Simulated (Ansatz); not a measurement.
Partial pair distribution functions of a relaxed model of amorphous Al28O45Ga2, broadened by 0.06 Å; density 3.25 g/cm³. Level of theory: PBE, scalar-relativistic without spin-orbit coupling (plane waves to 420 eV, PAW; Ansatz, a program for electronic structure).

Preparation: random packing, a CHGNet melt and quench, and a DFT relaxation. O atoms were pushed apart under 1.9 Å during the dynamics, to hinder bonds among them. The hot cell started wider than the set density and was brought back towards it in steps. It is the lowest in DFT energy of 2 quenches. It is a model cell: composition and starting density were chosen by hand, and all elements were melted together. No dispersion term was used. Its density started from a set value of 3.25 and ended at 3.25 g/cm³. Cooling (nominally 280 K/ps over its main leg) ran many orders faster than in experiment, which tends to leave more defects and strain. Values belong to this one cell and scatter from quench to quench. The volume was held where the preparation left it and the shape relaxed, at a PBE pressure of 1.1 GPa. Stress components on the final sampling reach 1.1 GPa.

```csv
r (Å),g Al-O,g O-Ga,g Al-Al,g O-O
1.55,0.02,0.00,0.00,0.00
1.65,0.96,0.01,0.00,0.00
1.75,6.69,0.80,0.00,0.00
1.85,7.58,6.27,0.00,0.00
1.95,2.87,6.66,0.00,0.00
2.05,1.25,1.89,0.00,0.00
2.15,0.34,0.95,0.00,0.00
2.25,0.06,0.75,0.00,0.04
2.35,0.05,0.54,0.00,0.52
2.45,0.18,0.68,0.01,1.16
2.55,0.14,0.06,0.21,1.47
2.65,0.10,0.01,0.93,2.26
2.75,0.02,0.39,1.43,2.92
2.85,0.05,1.09,1.25,2.65
2.95,0.24,0.32,1.74,2.10
3.05,0.65,0.66,2.35,1.98
3.15,0.64,1.34,2.40,1.44
3.25,0.61,0.22,2.86,0.96
3.35,0.85,0.12,2.26,0.71
3.45,1.10,1.28,1.60,0.60
3.55,1.23,2.16,0.82,0.47
3.65,1.25,1.62,0.60,0.54
3.75,1.17,1.17,0.50,0.68
3.85,1.17,0.36,0.36,0.54
3.95,1.24,0.43,0.31,0.45
4.05,1.53,1.13,0.35,0.54
4.15,1.67,0.98,0.68,0.86
4.25,1.61,0.99,0.62,0.74
4.35,1.48,1.47,0.89,0.82
4.45,1.41,1.78,0.98,0.81
4.55,1.19,1.61,0.92,0.90
4.65,1.15,1.47,0.95,0.99
```

Within 2.26 Å each Al has 4.61 O neighbours on average.
